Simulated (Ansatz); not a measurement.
An Ansatz (a first-principles code) input (Kohn–Sham DFT with the PBE functional, run in Ansatz with PAW and 420 eV plane waves, scalar-relativistic without spin-orbit coupling, earlier PAW set):

Ansatz 0.2 input:
```yaml
crystal:
  lattice:
    - [3.2848345151, 0, 0]
    - [-1.6424172576, 2.8447501373, 0]
    - [0, 0, 5.3020224619]
  atoms:
    - { symbol: Zn, position: [0.6666666667, 0.3333333333, 0.0021403214] }
    - { symbol: Zn, position: [0.3333333333, 0.6666666667, 0.5021403214] }
    - { symbol: O, position: [0.6666666667, 0.3333333333, 0.6230596786] }
    - { symbol: O, position: [0.3333333333, 0.6666666667, 0.1230596786] }
basis: { ecutwfc: 420, ecutrho_ratio: 4, xc_grid: 2, fft_grid_basis: typed }
kpoints: { mp_grid: { grid: [12, 12, 6] } }
hamiltonian:
  xc: pbe
  dispersion: none
  pseudopotentials: { azcp: { folder: ./paw }, kind: paw }
scf: { occupations: { method: fermi_dirac, width: 0.05 }, convergence: { dr2_threshold: 0.0000000004 } }
relax: { f_tol: 0.005, max_steps: 50 }
output: { forces: true, stress: true }
checkpoint: { write: state.ck, write_every: 1000 }
```

### Question
Which symmetry and how many k-points will the program report, and about how many plane waves at Γ?

### Answer
Space group P63mc (ITA 186) with 12 operations, k-points 76 of 864, and 989 plane waves at Γ.

### Question
And the final pressure?

### Answer
-0.57 GPa (compression positive).

The cells carry an imposed strain or load. Whether these cells are dynamically stable was not tested. The cell was made from ZnO in the wurtzite structure (space group P6_3mc, No. 186) by this change: isotropic strain +0.15 %.
